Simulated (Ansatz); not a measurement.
Response to strain in MgO

Start from MgO in the rock salt structure (space group Fm-3m, No. 225; a = 4.204 Å). Axes: x, y, z lie along the cube axes.

Strains are applied to the cell and any free atomic positions relax.

Level of theory: plane-wave PAW DFT at the r2SCAN level (Ansatz, a quantum-chemistry and plane-wave program, 500 eV), no SOC.

Notes on the quantities. pressure: mean of the normal stresses, compression positive; energy relative to the base: free energy F.

```csv
case,pressure,band gap,hole mass,volume per atom,energy relative to the base
base,0.00 GPa,5.68 eV,–,9.29 Å³,0 meV/atom
uniaxial strain ε_zz = +0.50 %,-0.81 GPa,5.63 eV,"0.42 mₑ along z, 2.2 mₑ across (at Γ)",9.34 Å³,+0.2 meV/atom
uniaxial strain ε_zz = +1.00 %,(withheld),(withheld),"0.41 mₑ along z, 2.1 mₑ across (at Γ)",9.38 Å³,(withheld)
uniaxial strain ε_zz = +1.50 %,-2.33 GPa,5.51 eV,"0.41 mₑ along z, 2.1 mₑ across (at Γ)",9.43 Å³,+1.9 meV/atom
uniaxial strain ε_zz = +2.00 %,-3.04 GPa,5.45 eV,"0.40 mₑ along z, 2.1 mₑ across (at Γ)",9.48 Å³,+3.3 meV/atom
uniaxial strain ε_zz = +2.50 %,-3.72 GPa,5.40 eV,"0.40 mₑ along z, 2.2 mₑ across (at Γ)",9.52 Å³,+5.1 meV/atom
uniaxial strain ε_zz = +3.00 %,-4.37 GPa,5.34 eV,"0.39 mₑ along z, 2.2 mₑ across (at Γ)",9.57 Å³,+7.2 meV/atom
```

Q: Fill in the withheld entries from the trend.

A: 
- uniaxial strain ε_zz = +1.00 %, pressure: -1.59 GPa
- uniaxial strain ε_zz = +1.00 %, band gap: 5.57 eV
- uniaxial strain ε_zz = +1.00 %, energy relative to the base: +0.9 meV/atom

Effective masses come from finite differences of ±0.01 Å⁻¹. Stability against distortions was not tested.
